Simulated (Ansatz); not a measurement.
Consider ZnS in the zinc blende structure (space group F-43m, No. 216; a = 5.357 Å).

Computed with plane-wave PAW DFT at the PBEsol level (Ansatz, a program for electronic structure, 420 eV), scalar-relativistic without spin-orbit coupling, earlier PAW set.

Base values:

| Property | Value |
|---|---|
| Valley order | Γ 2.08 eV; X along ⟨100⟩ 3.17 eV; L along ⟨111⟩ 3.23 eV |
| Electron mass | 0.17 mₑ (at Γ) |
| Shortest interatomic distance | 232.0 pm |
| Width of the top valence band | 2.86 eV |

Perturbation: cell and atoms relaxed at a pressure of 4.5 GPa.

Q: Predict the new mean gap deformation potential ΔEg/Δln V.

A: The mean gap deformation potential ΔEg/Δln V amounts to -4.3 eV.

Q: What does the calculation give for the valley order after the change?

A: The valley order (the lowest conduction-band minima on the path, energy above the VBM, named in the base's zone) goes from Γ 2.08 eV; X along ⟨100⟩ 3.17 eV; L along ⟨111⟩ 3.23 eV to Γ 2.30 eV; X along ⟨100⟩ 3.05 eV; L along ⟨111⟩ 3.32 eV.

Q: What happens to the electron mass?

A: The electron mass goes from 0.17 mₑ (at Γ) to 0.18 mₑ (at Γ).

Q: What does the calculation give for the shortest interatomic distance after the change?

A: The shortest interatomic distance decreases by 3.9 pm, from 232.0 pm to 228.1 pm.

Q: What does the calculation give for the width of the top valence band after the change?

A: The width of the top valence band goes up by 0.21 eV (2.86 eV → 3.07 eV).

Load acts through the strain it causes; cell and atoms are relaxed under it. Effective masses come from finite differences of ±0.01 Å⁻¹. Stability against distortions was not tested. Tetrahedral semiconductors of this kind turn to denser phases somewhere between about 1 and 50 GPa; those were not computed, so compressed cells here can lie past the real transition.
